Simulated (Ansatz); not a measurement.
**K₃AgSn₃Se₈ (P4/nbm, No. 125; cell taken from a computed entry)**

All values below come from HSE06 (plane waves, PAW; Ansatz, a program for electronic structure).

Numerical settings: plane-wave cutoff 460 eV, 4×4×2 k mesh (along the axes of the cell as run), Fermi–Dirac smearing 0.01 eV, no spin polarisation, scalar-relativistic PAW data made under PBE.

Cell: relaxed with PBEsol: a = b = 8.068 Å, c = 13.321 Å, α = β = γ = 90.00°.

For K₃AgSn₃Se₈ (P4/nbm, No. 125; cell taken from a computed entry), the band gap comes out as 2.01 eV and the smallest direct gap on the k points sampled comes out as 2.06 eV.

Note: cell and atoms aren't relaxed at this level (largest force component 0.21 eV/Å, pressure 0.8 GPa).

Spin–orbit coupling is not included.

Computed values are for the static lattice.

The result took very roughly 3 core-hours.
